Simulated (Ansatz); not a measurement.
Take GaAs in the zinc blende structure (space group F-43m, No. 216; a = 5.7461 Å) as the base.

Levels (all Ansatz, an electronic-structure program, PAW, earlier PAW set): PBE (420 eV, spin-orbit coupling left out); HSE06 (420 eV, no spin-orbit coupling).

The geometry is relaxed with PBE.

| Item | Result |
|---|---|
| PBE band gap | 0.16 eV |

With HSE06 at the same geometry, the band gap goes up by 0.85 eV to 1.01 eV.

Single points use the geometry relaxed with PBE. No phonon test of stability was made. A zero or small gap of GaAs can be the functional's error rather than a property of the material.
